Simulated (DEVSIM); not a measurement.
System: CdS/CdTe n-p heterojunction, at 300 K.

```
layer (left to right)  material  thickness (μm)  Nd (cm⁻³)  Na (cm⁻³)  τn (s)  τp (s)
---------------------  --------  --------------  ---------  ---------  ------  ------
1                           CdS           0.260     6.5e17          -    1e-9    1e-9
2                          CdTe           0.320          -     8.1e16    1e-9    1e-9
```

Left contact: ohmic. Right contact: ohmic. Voltage is applied to the left contact. Recombination: SRH at mid-gap, radiative. Mobility is constant in doping. Where it depends on doping, it is μmin + (μ − μmin)/(1 + (N/Nref)^α).

The device is made up for the run: typed textbook-type constants, with dimensions and the other settings drawn at random. Values at 300 K. The table also holds parameters that only a changed run uses.

| parameter | CdS | CdTe |
|---|---|---|
| gap (eV) | 2.4 | 1.5 |
| affinity (eV) | 4.3 | 4.28 |
| permittivity | 9 | 10.2 |
| Nc (cm⁻³) | 2.2e18 | 8e17 |
| Nv (cm⁻³) | 1.8e19 | 1.8e19 |
| μn (cm²/Vs) | 300 | 1000 |
| μp (cm²/Vs) | 25 | 80 |
| μn,min | 30 | 100 |
| μp,min | 3 | 10 |
| Nref,n | 1e17 | 1e17 |
| Nref,p | 1e17 | 1e17 |
| αn | 0.6 | 0.6 |
| αp | 0.6 | 0.6 |
| B (cm³/s) | 1e-10 | 1e-10 |
| Cn (cm⁶/s) | 1e-30 | 1e-30 |
| Cp (cm⁶/s) | 1e-30 | 1e-30 |

Model (solved in DEVSIM): 1D drift-diffusion, Boltzmann statistics, complete ionisation; no tunnelling, impact ionisation, image-force lowering or self-heating. Band offsets follow the typed affinities; no thermionic-emission limit at abrupt steps, no polarisation charge.

Base results: dark forward voltage at 100 A/cm² (V) 1.178; dark forward voltage at 1 A/cm² (V) 1.055.

What follows from this one change: minority lifetime in layer 2 1e-09 → 3e-11 s?

dark forward voltage at 100 A/cm² 1.178 → 1.171 V; dark forward voltage at 1 A/cm² 1.055 → 1.035 V.

What follows from this one change: doping-dependent mobility in place of the constant one?

dark forward voltage at 100 A/cm² 1.178 → 1.192 V; dark forward voltage at 1 A/cm² 1.055 → 1.068 V.
